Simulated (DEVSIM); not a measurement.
Structure: illuminated Ge p-on-n cell, one wavelength, at 300 K.

Layer 1 from the left is Ge, thickness (μm) 0.490, Na (cm⁻³) 2.9e18, τn (s) 1.5e-5, τp (s) 5e-5, absorption coefficient (cm⁻¹) 8700. Layer 2 from the left is Ge, thickness (μm) 260, Nd (cm⁻³) 2.2e16, τn (s) 0.00016, τp (s) 0.00016, absorption coefficient (cm⁻¹) 8700.

Left contact: ohmic, minority electron recombination velocity 400 cm/s. Right contact: ohmic, minority hole recombination velocity 600 cm/s. Voltage is applied to the left contact. Recombination: SRH at mid-gap, radiative, Auger. Light enters at the left, 2.2e18 photons cm⁻² s⁻¹, one pass, no reflection. Mobility is constant in doping.

Constants are typed, rounded textbook-type inputs, not results; the design itself was drawn at random and stands for no fabricated device. Values at 300 K.

Ge: gap (eV) 0.664, affinity (eV) 4, permittivity 16, Nc (cm⁻³) 1.04e19, Nv (cm⁻³) 6e18, μn (cm²/Vs) 3900, μp (cm²/Vs) 1900, B (cm³/s) 6.4e-14, Cn (cm⁶/s) 1e-31, Cp (cm⁶/s) 1e-31.

Model (solved in DEVSIM): 1D drift-diffusion, Boltzmann statistics, complete ionisation; no tunnelling, impact ionisation, image-force lowering or self-heating.

Dark forward current:

| |V| (V) | |J| (A/cm²) |
|---|---|
| 0.05 | 1.156e-5 |
| 0.10 | 9.128e-5 |
| 0.15 | 0.0006419 |
| 0.20 | 0.004445 |
| 0.25 | 0.03055 |
| 0.30 | 0.2034 |
| 0.35 | 1.226 |
| 0.40 | 6.486 |
| 0.45 | 29.97 |
| 0.50 | 121.0 |
| 0.55 | 425.0 |
| 0.60 | 1178 |
| 0.65 | 2488 |

Work out the local ideality factor n = ΔV / (kT/q · ln(J2/J1)) between the rows 0.15 and 0.20 V, 0.60 and 0.65 V.

kT/q = 25.85 mV. From 0.15 to 0.20 V: ln(0.004445/0.0006419) = 1.935, n = 1.00, near the 1 of diffusion or emission over a barrier. From 0.60 to 0.65 V: ln(2488/1178) = 0.748, n = 2.59.

What current could the absorbed light give at most, and what share is collected?

Σ αd = 227, so qΦ(1 − exp(−Σ αd)) = 352 mA/cm². The simulated short-circuit current is 352.1 mA/cm², a share of 1.00.

Estimate the open-circuit voltage by superposition: the voltage at which the dark current equals that short-circuit current.

Interpolating ln J in the table gives 0.315 V. The simulation gives 0.315 V, the same within the digits that matter. Superposition holds where collection doesn't change with voltage.

Estimate the fill factor from FF0 = (v − ln(v + 0.72))/(v + 1), v = qVoc/(nkT), with n from the dark curve.

The rows about Voc, 0.30 and 0.35 V, give n = 1.08, so v = 11.3 and FF0 = 0.717. The simulation gives 0.728; the estimate lies 1.5 % below.
